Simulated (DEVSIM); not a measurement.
Structure: illuminated Si p-on-n cell, one wavelength, with a back-surface field, at 300 K.

Layer 1 from the left is Si, thickness (μm) 0.280, Na (cm⁻³) 1.7e18, τn (s) 2.5e-8, τp (s) 6.6e-8, absorption coefficient (cm⁻¹) 580. Layer 2 from the left is Si, thickness (μm) 73.0, Nd (cm⁻³) 1.2e15, τn (s) 3e-7, τp (s) 3e-7, absorption coefficient (cm⁻¹) 580. Layer 3 from the left is Si, thickness (μm) 0.150, Nd (cm⁻³) 9e18, τn (s) 3e-7, τp (s) 3e-7, absorption coefficient (cm⁻¹) 580.

Left contact: ohmic, minority electron recombination velocity 100 cm/s. Right contact: ohmic, minority hole recombination velocity 10 cm/s. Voltage is applied to the left contact. Recombination: SRH at mid-gap, radiative, Auger. Light enters at the left, 2e18 photons cm⁻² s⁻¹, one pass, no reflection. Mobility is constant in doping.

Constants are typed, rounded textbook-type inputs, not results; the design itself was drawn at random and stands for no fabricated device. Values at 300 K.

Si: gap (eV) 1.124, affinity (eV) 4.05, permittivity 11.7, Nc (cm⁻³) 2.86e19, Nv (cm⁻³) 3.1e19, μn (cm²/Vs) 1417, μp (cm²/Vs) 470, B (cm³/s) 4.7e-15, Cn (cm⁶/s) 2.8e-31, Cp (cm⁶/s) 9.9e-32.

Simulated with DEVSIM: 1D drift-diffusion, Boltzmann statistics, complete ionisation; no tunnelling, impact ionisation, image-force lowering or self-heating.

Problem. What does the simulation give for the dark forward voltage at 1 A/cm², the potential step across the device at zero bias, the dark forward voltage at 100 A/cm²?

Solution. dark forward voltage at 1 A/cm² 0.627 V; potential step across the device at zero bias 1.019 V; dark forward voltage at 100 A/cm² 0.867 V.
